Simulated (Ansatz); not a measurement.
Base system: Ru in the hcp (Mg type) structure (space group P6_3/mmc, No. 194; relaxed with 0.1 eV smearing).

```
CELL_PARAMETERS angstrom
      2.69139     0.00000     0.00000
     -1.34570     2.33081     0.00000
      0.00000     0.00000     4.24891
ATOMIC_POSITIONS crystal
  Ru 0.66667 0.33333 0.75000
  Ru 0.33333 0.66667 0.25000
```

Cartesian axes are those of the cell as printed.

The values are results of PBEsol/PAW in Ansatz (a program for electronic structure), no spin-orbit coupling, not measurements.

For the base:

The pressure is 0.0 GPa. The shortest interatomic distance is 2.632 Å.

It is then changed as follows: a pure shear with ε_xz = ε_zx = 0.0143, atoms relaxed at fixed cell.

Task: Estimate the effect on the pressure.

Result: The pressure (mean of the normal stresses, compression positive) goes from zero to 0.3 GPa.

Task: Predict the new energy relative to the base.

Result: The energy goes up by 7.0 meV/atom.

Task: Estimate the effect on the shortest interatomic distance.

Result: The shortest interatomic distance shrinks by 0.030 Å, from 2.632 Å to 2.602 Å.

The cells carry an imposed strain or load. Whether these cells are dynamically stable was not tested. All final runs are without spin polarisation.
